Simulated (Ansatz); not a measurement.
System: Ti3Ga (model structure, started from the Cu3Au type, Pm-3m, No. 221, 4 atoms in the cell). Method: r²SCAN in Ansatz (plane waves, PAW).

Input:

Ansatz 0.2 input:
```yaml
crystal:
  lattice:
    - [4.0333493714, 0.0, 0.0]
    - [0.0, 4.0333493714, 0.0]
    - [0.0, 0.0, 4.0333493714]
  atoms:
    - { symbol: Ti, position: [0.0, 0.5, 0.5] }
    - { symbol: Ti, position: [0.5, 0.5, 0.0] }
    - { symbol: Ti, position: [0.5, 0.0, 0.5] }
    - { symbol: Ga, position: [0.0, 0.0, 0.0] }
basis:
  ecutwfc: 560
  ecutrho_ratio: 4
  xc_grid: 3
kpoints:
  mp_grid: { grid: [14, 14, 14] }
hamiltonian:
  xc: r2scan
  dispersion: none
  pseudopotentials: { kind: paw }
scf:
  occupations: { method: fermi_dirac, width: 0.05 }
output:
  forces: true
  stress: true
  eigenvalues: true
relax:
  f_tol: 0.004
  escape_saddle: false
  max_steps: 80
```

Output (set-up and result lines):

```
WARN output.stress: scf.convergence.dr2_threshold = 1e-7 eV (the SCF's general default) is looser than the 4e-10 eV advised for a printed stress (1e-10 eV for …
Relaxation: its limit of steps is 80 (relax.max_steps)
Crystal: 4 atoms, lattice volume = 65.614 Å³
Basis set: ecut = 560 eV, 1935 PW (Γ), exchange–correlation on 96×96×96 points (27 copies of the dense FFT grid, shifted against one another)
Bands: 30, of which v1, the nominal top of the filled ones, is band 25 counted from 1 (24 counted from 0)
Symmetry: 48 space group operations
Space group: Pm-3m (ITA 221), of the structure as read, at distance tolerance 4.0e-5 Å
k-points: 120 of 2744
Functional: x = r2scan, c = r2scan; τ floored in thin density (d = 2e-4 eV/Å³)
SCF iter   1: F=—  HF=-11304.711881 eV  |F-HF|=—  |Δ(HF+E_count)|=         —  Δρ=1.55e-2  dr2=1.55e-1  dr2_τ=3.23e-2
SCF iter   2: F=—  HF=-11304.765537 eV  |F-HF|=—  |Δ(HF+E_count)|=   5.37e-2  Δρ=4.12e-3  dr2=9.18e-3  dr2_τ=1.43e-3
  ...
SCF 1 converged in 7 iterations: F = -11304.766260 eV  dr2 = 3.08e-8
relax step   1: F+E_penalty+E_count = -11304.76626037 eV  Δ(F+E_penalty+E_count) = +0.000e0 eV  max|allowed force component| = 2.393e-29 eV/Å  Δτ_max = 0.0000 Å  (7 SCF iters, accepted)
Crystal: 4 atoms, lattice volume = 65.614 Å³
Initial density: handed on by an earlier stage of this run
SCF iter   1: F=—  HF=-11304.766260 eV  |F-HF|=—  |Δ(HF+E_count)|=         —  Δρ=8.44e-6  dr2=3.08e-8  dr2_τ=8.50e-10
SCF iter   2: F=-11304.766260 eV  HF=-11304.766260 eV  |F-HF|=9.67e-9  |Δ(HF+E_count)|=   2.63e-8  Δρ=6.58e-6  dr2=1.79e-8  dr2_τ=1.36e-10
SCF 2 converged in 2 iterations: F = -11304.766260 eV  dr2 = 1.79e-8
SCF converged after 2 iterations
Free energy (F): -11304.766260 eV
Internal energy: -11304.735454 eV  (E = F + TS)
E sigma→0 (E₀):  -11304.750857 eV
Fermi energy:    13.461801 eV
--- Forces (eV/Å), atoms counted from 1 ---
  atom   1  Ti     0.00000000    -0.00000000    -0.00000000
  atom   2  Ti     0.00000000    -0.00000000     0.00000000
  atom   3  Ti     0.00000000    -0.00000000    -0.00000000
  atom   4  Ga     0.00000000     0.00000000     0.00000000
--- Stress (GPa, compression-positive) ---
       -2.313721       0.000000       0.000000
        0.000000      -2.313721       0.000000
        0.000000       0.000000      -2.313721
  P = ⅓ Tr σ = -2.3137 GPa (-23.137 kbar)
```

The cell is one volume of an energy–volume scan, off the minimum.

The PAW data were made under PBE.

Note: the run has no spin polarisation, so it can have missed a magnetic state. Note: the relaxation could raise the start's symmetry but not lower it, so the cell can be a saddle point.

It cost around 70 core-seconds (rough) of CPU time.

A model structure was made by putting elements into a prototype or built by hand; it is no filed structure, need not be a known phase, and can be a saddle point held by its symmetry.

Ansatz is a program for electronic structure.
